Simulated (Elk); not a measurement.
## Worked example: self-consistent single point of La₂AlGe (Amm2, 4 atoms in the cell) in Elk

Method: PBEsol, all-electron FP-LAPW, Elk's shipped species files, default APW+lo basis run with Elk 10.2.4.

Input as run:

```
tasks
  0

xctype
  22

swidth
  0.00183747

maxscl
  100

scale
  7.872610373

avec
    1.0000000000    0.0000000000    0.0000000000
    0.0000000000    0.5496871584    1.3820640201
    0.0000000000   -0.5496871584    1.3820640201

atoms
  3
  'La.in'
  2
  0.0000000000  0.6410300000  0.6410300000    0.0 0.0 0.0
  0.5000000000  0.3559500000  0.3559500000    0.0 0.0 0.0
  'Al.in'
  1
  0.0000000000  0.9339700000  0.9339700000    0.0 0.0 0.0
  'Ge.in'
  1
  0.5000000000  0.0690500000  0.0690500000    0.0 0.0 0.0

ngridk
  6 5 5
```

Output, abridged:

```
│ Elk code version 10.2.4 │

All units are atomic (Hartree, Bohr, etc.)

│ Ground-state run starting from atomic densities │

Lattice vectors :
   7.872610373       0.000000000       0.000000000
   0.000000000       4.327472825       10.88045154
   0.000000000      -4.327472825       10.88045154

Unit cell volume      :    741.3614888
Brillouin zone volume :   0.3345874006

Muffin-tin inner radius fraction :   0.1000000000E-01

Nuclei treated as point charges

Species :    1 (La)
 parameters loaded from : La.in
 name : lanthanum
 nuclear charge    :   -57.00000000
 electronic charge :    57.00000000
 atomic mass :    253209.2364
 muffin-tin radius :    2.800000000
 number of radial points in muffin-tin :    697
 atomic positions (lattice), magnetic fields (Cartesian) :
   1 :   0.00000000  0.70706000  0.70706000    0.00000000  0.00000000  0.00000000
   2 :   0.50000000  0.42198000  0.42198000    0.00000000  0.00000000  0.00000000

Species :    2 (Al)
 parameters loaded from : Al.in
 name : aluminium
 nuclear charge    :   -13.00000000
 electronic charge :    13.00000000
 atomic mass :    49184.33492
 muffin-tin radius :    2.200000000
 number of radial points in muffin-tin :    397
 atomic positions (lattice), magnetic fields (Cartesian) :
   1 :   0.00000000  0.00000000  0.00000000    0.00000000  0.00000000  0.00000000

Species :    3 (Ge)
 parameters loaded from : Ge.in
 name : germanium
 nuclear charge    :   -32.00000000
 electronic charge :    32.00000000
 atomic mass :    132414.6195
 muffin-tin radius :    2.400000000
 number of radial points in muffin-tin :    497
 atomic positions (lattice), magnetic fields (Cartesian) :
   1 :   0.50000000  0.13508000  0.13508000    0.00000000  0.00000000  0.00000000

Total number of atoms per unit cell :    4

Spin treatment :
 spin-unpolarised

Number of Bravais lattice symmetries :    8
Number of crystal symmetries         :    4
Crystal has no inversion symmetry
Complex Hermitian eigensolver will be used

k-point grid :      6     5     5
k-point offset :    0.000000000       0.000000000       0.000000000
k-point set is reduced with full crystal symmetry group
Total number of k-points :       60

Muffin-tin radius times maximum |G+k| :    7.000000000
 using average radius
Maximum |G+k| for APW functions       :    2.745098039
Maximum (1/2)|G+k|²                   :    3.767781622
Maximum |G| for potential and density :    12.00000000
 potential will be trimmed for |G| > 2 gkmax
Constant for pseudocharge density :    8
Radial integration step length :    4

G-vector grid sizes :     32    45    45
Number of G-vectors :    21639

Maximum angular momentum used for
 APW functions                      :    8
 outer part of muffin-tin           :    6
 inner part of muffin-tin           :    1

Total nuclear charge    :   -159.0000000
Total core charge       :    114.0000000
Total valence charge    :    45.00000000
Total excess charge     :    0.000000000
Total electronic charge :    159.0000000

Effective Wigner radius, rₛ :    1.036369833

Number of empty states         :   16
Total number of valence states :   39
Total number of core states    :  114

Total number of local-orbitals :   48

Exchange-correlation functional :     22     0     0
 PBEsol, Phys. Rev. Lett. 100, 136406 (2008)
 gradient requirement :    1
 generalised gradient approximation (GGA)

Smearing type :    3
 Fermi-Dirac
Smearing width :   0.1837470000E-02
Effective electronic temperature (K) :    580.2271348

Mixing type :    3
 Broyden mixing, J. Phys. A: Math. Gen. 17, L317 (1984)

Kohn-Sham potential initialised from atomic data

│ Self-consistent loop started │
│ Loop number : 1 │
 total energy                :     -19341.8632730
│ Loop number : 2 │
 total energy                :     -19341.7671186
RMS change in Kohn-Sham potential (target) :   0.3403121605     (  0.1000000000E-05)
Absolute change in total energy (target)   :   0.9615448831E-01 (  0.1000000000E-03)
│ Loop number : 3 │
 total energy                :     -19338.9750191
RMS change in Kohn-Sham potential (target) :   0.2736262038     (  0.1000000000E-05)
Absolute change in total energy (target)   :    2.816138094     (  0.1000000000E-03)
│ Loop number : 4 │
 total energy                :     -19333.3059344
RMS change in Kohn-Sham potential (target) :   0.1050340739     (  0.1000000000E-05)
Absolute change in total energy (target)   :    6.373119165     (  0.1000000000E-03)
│ Loop number : 5 │
 total energy                :     -19330.4275821
RMS change in Kohn-Sham potential (target) :   0.3072925232E-01 (  0.1000000000E-05)
Absolute change in total energy (target)   :    4.471632145     (  0.1000000000E-03)
│ Loop number : 6 │
 total energy                :     -19329.4866430
RMS change in Kohn-Sham potential (target) :   0.9747594780E-02 (  0.1000000000E-05)
Absolute change in total energy (target)   :    2.058847109     (  0.1000000000E-03)
│ Loop number : 7 │
 total energy                :     -19328.9922490
RMS change in Kohn-Sham potential (target) :   0.1056996627E-02 (  0.1000000000E-05)
Absolute change in total energy (target)   :    1.009105778     (  0.1000000000E-03)
│ Loop number : 8 │
 total energy                :     -19328.9482340
RMS change in Kohn-Sham potential (target) :   0.2813186834E-03 (  0.1000000000E-05)
Absolute change in total energy (target)   :   0.2962914454     (  0.1000000000E-03)
│ Loop number : 9 │
 total energy                :     -19328.9397207
RMS change in Kohn-Sham potential (target) :   0.1543966826E-03 (  0.1000000000E-05)
Absolute change in total energy (target)   :   0.8258615851E-01 (  0.1000000000E-03)
│ Loop number : 10 │
 total energy                :     -19328.9406960
RMS change in Kohn-Sham potential (target) :   0.4984337220E-04 (  0.1000000000E-05)
Absolute change in total energy (target)   :   0.1967127578E-01 (  0.1000000000E-03)
│ Loop number : 11 │
 total energy                :     -19328.9402514
RMS change in Kohn-Sham potential (target) :   0.1488629113E-04 (  0.1000000000E-05)
Absolute change in total energy (target)   :   0.5362417349E-02 (  0.1000000000E-03)
│ Loop number : 12 │
 total energy                :     -19328.9409521
RMS change in Kohn-Sham potential (target) :   0.4528011173E-05 (  0.1000000000E-05)
Absolute change in total energy (target)   :   0.6398716614E-03 (  0.1000000000E-03)
│ Loop number : 13 │
 total energy                :     -19328.9409003
RMS change in Kohn-Sham potential (target) :   0.1345033634E-05 (  0.1000000000E-05)
Absolute change in total energy (target)   :   0.2117325384E-03 (  0.1000000000E-03)
│ Loop number : 14 │
 total energy                :     -19328.9408673
RMS change in Kohn-Sham potential (target) :   0.6270128748E-06 (  0.1000000000E-05)
Absolute change in total energy (target)   :   0.8600772708E-04 (  0.1000000000E-03)
Convergence targets achieved

│ Loop number : 15 │

Energies :
 Fermi                       :     0.271543991920
 sum of eigenvalues          :     -11819.9792915
 electron kinetic            :      20562.9332327
 core electron kinetic       :      20234.6936310
 Coulomb                     :     -39393.7284073
 Coulomb potential           :     -31728.3099533
 nuclear-nuclear             :     -1511.00058269
 electron-nuclear            :     -44037.1456959
 Hartree                     :      6154.41787135
 Madelung                    :     -23529.5734307
 xc potential                :     -654.602570970
 exchange                    :     -488.768497762
 correlation                 :     -9.37606949602
 electron entropic           :    -0.113248868397E-02
 total energy                :     -19328.9408743

Density of states at Fermi energy :    101.9909892
 (states/Hartree/unit cell)

Estimated indirect band gap :   0.1114218797E-02
 from k-point     52 to k-point     40
Estimated direct band gap   :   0.1114218797E-02
 at k-point     52

Charges :
 core                        :    114.0000000
 valence                     :    45.00000000
 interstitial                :    8.052829632
 muffin-tins (core leakage)
  species :    1 (La)
   atom    1                 :    54.55642245     (  0.2200446481E-03)
   atom    2                 :    54.56216183     (  0.2197706763E-03)
  species :    2 (Al)
   atom    1                 :    11.23027332     (  0.4808883942E-03)
  species :    3 (Ge)
   atom    1                 :    30.59831278     (  0.3416963544E-03)
 total in muffin-tins        :    150.9471704
 total calculated charge     :    158.9870221
 total charge                :    159.0000000
 error                       :   0.1297785876E-01

│ Self-consistent loop stopped │
```

The run converged in 15 iterations. The count includes the last loop, which Elk runs after its targets are met.

The starting cell comes from a database of computed structures (which also holds hypothetical and non-ambient phases and stackings), without a prior relaxation at this level. Its lattice was rescaled by a random factor within 2.5 % of one. Values depend on the basis (sphere radii, cutoffs, local orbitals), which need not be converged. The log's line on a gap gives a spacing of levels on this mesh, which the program prints for metals too.

Cost on one core of a shared machine: roughly 80 s.
